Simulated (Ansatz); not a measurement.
Consider K in the bcc (W type) structure (space group Im-3m, No. 229; a = 5.3441 Å).

All numbers come from r2SCAN/PAW in Ansatz (an electronic-structure program), without spin-orbit coupling.

Base values:

The volume per atom comes out as 76.31 Å³.

The change: cell and atoms relaxed at a pressure of 5 GPa.

**Question.** Predict the new volume per atom.

**Answer.** The volume per atom decreases by 31.67 Å³, from 76.31 Å³ to 44.64 Å³.

Load acts through the strain it causes; cell and atoms are relaxed under it. Whether these cells are dynamically stable was not tested. No other phases were tried under pressure.
